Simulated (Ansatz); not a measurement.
Defect migration in rock-salt CaO: interstitial Cu, charge state +1. Computed with PBE, PAW (plane waves to 420 eV; Ansatz, a program for electronic structure).

Cell of 64 host sites held at the relaxed PBE lattice; the Γ point alone; Fermi-Dirac width 0.01 eV, spin-restricted; finite-size errors left in. No zero-point or tunnelling terms. The charge state is imposed; whether it is stable for some Fermi level was not computed. Sites that were not tried may lie lower.

Barriers: single points on a 2×2×2 k-point mesh shifted by half a step at the bands' geometries.

Relaxed starting cell (atoms counted from 1):

```
CELL_PARAMETERS angstrom
      9.66247     0.00000     0.00000
      0.00000     9.66247     0.00000
      0.00000     0.00000     9.66247
ATOMIC_POSITIONS crystal
  Ca 0.98041 0.98035 0.98101
  Ca 0.00028 0.00018 0.50051
  Ca 0.00027 0.49988 0.00081
  Ca 0.99956 0.50367 0.50431
  Ca 0.49996 0.00018 0.00082
  Ca 0.50375 0.99947 0.50430
  Ca 0.50379 0.50370 0.00008
  Ca 0.50024 0.50018 0.50081
  O  0.24872 0.00159 0.00216
  O  0.25176 0.99854 0.50493
  O  0.25176 0.50432 0.99917
  O  0.24992 0.49969 0.50027
  O  0.74595 0.99852 0.99916
  O  0.75060 0.00039 0.50032
  O  0.75060 0.49970 0.00102
  O  0.75026 0.50008 0.50069
  Ca 0.98055 0.26975 0.27042
  Ca 0.00027 0.25002 0.75099
  Ca 0.00027 0.75032 0.25067
  Ca 0.99955 0.74653 0.74714
  Ca 0.49996 0.25003 0.25067
  Ca 0.50378 0.25072 0.74717
  Ca 0.50375 0.74655 0.25137
  Ca 0.50027 0.75005 0.75066
  O  0.24869 0.24856 0.24922
  O  0.25175 0.25170 0.74654
  O  0.25175 0.74595 0.25233
  O  0.24991 0.75051 0.75115
  O  0.74600 0.25166 0.25227
  O  0.75063 0.24985 0.75118
  O  0.75064 0.75056 0.25047
  O  0.75029 0.75015 0.75081
  Ca 0.26985 0.98047 0.27047
  Ca 0.25011 0.00019 0.75101
  Ca 0.25011 0.49990 0.25066
  Ca 0.25083 0.50370 0.74717
  Ca 0.75043 0.00019 0.25067
  Ca 0.74661 0.99946 0.74713
  Ca 0.74663 0.50367 0.25138
  Ca 0.75011 0.50018 0.75063
  O  0.00167 0.00160 0.24921
  O  0.99862 0.99855 0.74653
  O  0.99864 0.50428 0.25229
  O  0.00048 0.49967 0.75117
  O  0.50436 0.99853 0.25231
  O  0.49975 0.00036 0.75114
  O  0.49976 0.49967 0.25046
  O  0.50016 0.50007 0.75078
  Ca 0.26991 0.26985 0.98107
  Ca 0.25011 0.25005 0.50053
  Ca 0.25011 0.75035 0.00083
  Ca 0.25084 0.74654 0.50431
  Ca 0.75043 0.25004 0.00084
  Ca 0.74663 0.25075 0.50431
  Ca 0.74660 0.74651 0.00011
  Ca 0.75011 0.75002 0.50079
  O  0.00166 0.24862 0.00220
  O  0.99864 0.25168 0.50491
  O  0.99862 0.74590 0.99919
  O  0.00044 0.75055 0.50032
  O  0.50438 0.25169 0.99914
  O  0.49978 0.24987 0.50031
  O  0.49977 0.75051 0.00099
  O  0.50019 0.75011 0.50072
  Cu 0.12518 0.12506 0.12561
```
Cell charge +1.

End state 1 differs by these moves (Å; atoms that move under 0.08 Å are left out):

```tsv
atom	element	Δx	Δy	Δz
1	Ca	-0.24	-0.24	0.20
7	Ca	0.07	0.07	0.01
9	O	0.09	-0.09	-0.01
11	O	0.01	0.09	0.02
13	O	-0.09	-0.01	0.02
17	Ca	0.20	-0.20	-0.17
25	O	0.06	0.06	-0.02
26	O	0.03	0.03	0.08
33	Ca	-0.20	0.21	-0.17
41	O	-0.06	-0.06	-0.02
42	O	-0.03	-0.02	0.08
49	Ca	0.24	0.24	0.19
55	Ca	-0.07	-0.07	0.01
57	O	-0.09	0.09	-0.01
59	O	-0.01	-0.09	0.02
61	O	0.09	0.02	0.02
65	Cu	0.00	0.00	-1.21
```

Problem. Give the forward and backward barriers to end state 1 at the level PBE, PAW.

Solution. forward 0.11 eV, backward 0.041 eV; at the saddle point atom 65 has neighbours 2 Ca at 2.35; 2 O at 1.90, O at 2.38, O at 2.40 Å. The saddle point's order was not checked, and it lies on a symmetry element of the cell, where a band can be held.
